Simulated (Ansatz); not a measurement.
Input:

```
TiO2
1.0
    3.85153     0.00000     0.00000
    0.00000     3.85153     0.00000
    1.92576    -1.92576     4.53798
Ti O
2 4
Cartesian
  1.92576   0.00000   2.26899
  0.00000   0.00000   0.00000
  1.92576   0.00000   0.33213
  1.92576   1.92576   2.60112
  3.85153   0.00000   1.93686
  1.92576   0.00000   4.20585
```

No spin polarisation.

Computed with LDA (Ansatz, a quantum-chemistry and plane-wave program, PAW, scalar-relativistic without spin-orbit coupling). Settings: 12×12×12 k-points, 0.05 eV Fermi–Dirac smearing.

### Question
Predict the band gap, smallest direct gap and pressure.

### Answer
The band gap comes out as 1.82 eV. The smallest direct gap comes out as 2.29 eV and the pressure (mean of the normal stresses, compression positive) is -6.33 GPa.

The cells carry an imposed strain or load. No phonon test of stability was made. The final runs are not spin-polarised. The cell was made from TiO₂ in the anatase structure (space group I4_1/amd, No. 141) by this change: biaxial strain +3.00 %, plane normal [001], relaxed out of plane.
